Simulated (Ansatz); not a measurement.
System: MgInGaO4 (model structure, started from the InGaZnO4 type, R3m, No. 160, 7 atoms in the cell). Method: PBE0 in Ansatz (plane waves, PAW).

Run with plane-wave cutoff 460 eV, 8×8×8 k mesh, Fermi–Dirac smearing 0.01 eV, scalar-relativistic PAW data made under PBE.

Cell (relaxed with PBEsol):

```cif
data_GaInMgO4
_chemical_formula_sum 'In1 Ga1 Mg1 O4'
_space_group_name_H-M_alt 'P 1'
_space_group_IT_number 1
_cell_length_a 8.65062
_cell_length_b 8.65062
_cell_length_c 8.65062
_cell_angle_alpha 22.286
_cell_angle_beta 22.286
_cell_angle_gamma 22.286
loop_
_space_group_symop_operation_xyz
  'x, y, z'
loop_
_atom_site_label
_atom_site_type_symbol
_atom_site_fract_x
_atom_site_fract_y
_atom_site_fract_z
_atom_site_occupancy
In1 In 0.99797 0.99797 0.99797 1
Ga1 Ga 0.21237 0.21237 0.21237 1
Mg1 Mg 0.78448 0.78448 0.78448 1
O1 O 0.13510 0.13510 0.13510 1
O2 O 0.87602 0.87602 0.87602 1
O3 O 0.28857 0.28857 0.28857 1
O4 O 0.70549 0.70549 0.70549 1
```

What does this level give for the band gap and smallest direct gap on the k points sampled?


* **band gap**: 4.42 eV (on the SCF k mesh)
* **smallest direct gap on the k points sampled**: 4.57 eV

Note: the relaxation could raise the start's symmetry but not lower it, so the cell can be a saddle point; cell and atoms aren't relaxed at this level (largest force component 0.11 eV/Å, pressure -1.3 GPa).

Spin–orbit coupling is not included.

The result took very roughly 22 core-minutes.

A model structure was made by putting elements into a prototype or built by hand; it is no filed structure, need not be a known phase, and can be a saddle point held by its symmetry.

Ansatz is an electronic-structure program.
